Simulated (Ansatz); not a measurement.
**A computed series for MgS: pressure series**

Take MgS in the rock salt structure (space group Fm-3m, No. 225; a = 5.2030 Å) as the base.

Cell and atoms are relaxed at each pressure.

Computed with Kohn–Sham DFT with the r2SCAN functional, run in Ansatz (a program for electronic structure) with PAW and 500 eV plane waves, no SOC.

```tsv
pressure (GPa)	volume per atom (Å³/atom)
-1	17.835
0	17.607
0.9	?
2.1	17.171
4.5	16.732
9	16.035
15	15.284
22.5	14.533
30	13.925
```

Task: Fit the third-order Birch–Murnaghan form P(V) = (3B₀/2)[(V₀/V)^(7/3) − (V₀/V)^(5/3)]·[1 + (3/4)(B₀′ − 4)((V₀/V)^(2/3) − 1)] (squares taken in P) to the rows shown and predict the withheld row.

Result: Least squares on the printed values gives V₀ = 17.607 Å³/atom, B₀ = 79.7 GPa, B₀′ = 4.0; this predicts 17.414 Å³/atom, and the run gives 17.414 Å³/atom, in agreement.

Measured bulk modulus of MgS: 81 GPa (static lattice; corrected from measurement; as listed in Tamar Goldzak et al., The Journal of Chemical Physics (2022)); the computed value is 2 % below it.

Load acts through the strain it causes; cell and atoms are relaxed under it. Stability against distortions was not tested. Competing high-pressure phases were not computed.
